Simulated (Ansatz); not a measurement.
# LaTiO₂N (I2₁2₁2₁, No. 24, 10 atoms in the cell; start mp-1222738)

Method: r²SCAN (PAW; Ansatz, an electronic-structure program).

Settings: plane-wave cutoff 560 eV, 8×8×8 k mesh, Fermi–Dirac smearing 0.01 eV, no spin polarisation, scalar-relativistic PAW data made under PBE.

Cell (relaxed at this level):

```cif
data_La2N2O4Ti2
_chemical_formula_sum 'La2 Ti2 N2 O4'
_space_group_name_H-M_alt 'P 1'
_space_group_IT_number 1
_cell_length_a 5.56104
_cell_length_b 5.56104
_cell_length_c 5.56104
_cell_angle_alpha 119.371
_cell_angle_beta 119.195
_cell_angle_gamma 91.247
loop_
_space_group_symop_operation_xyz
  'x, y, z'
loop_
_atom_site_label
_atom_site_type_symbol
_atom_site_fract_x
_atom_site_fract_y
_atom_site_fract_z
_atom_site_occupancy
La1 La 0.99286 0.75000 0.74286 1
La2 La 0.50714 0.25000 0.75714 1
Ti1 Ti 0.25000 0.51977 0.26977 1
Ti2 Ti 0.75000 0.98023 0.23023 1
N1 N 0.96512 0.71512 0.25000 1
N2 N 0.53488 0.78488 0.75000 1
O1 O 0.42739 0.75000 0.17739 1
O2 O 0.07261 0.25000 0.32261 1
O3 O 0.95617 0.20617 0.75000 1
O4 O 0.54383 0.29383 0.25000 1
```

```json
{
 "band_gap": "1.60 eV",
 "smallest_direct_gap_on_the_k_points_sampled": "1.65 eV",
 "direct gap at Γ": "1.66 eV"
}
```

Spin–orbit coupling is not included.

Computed values are for the static lattice.

A start named mp-… is a Materials Project structure, which need not be a measured phase.
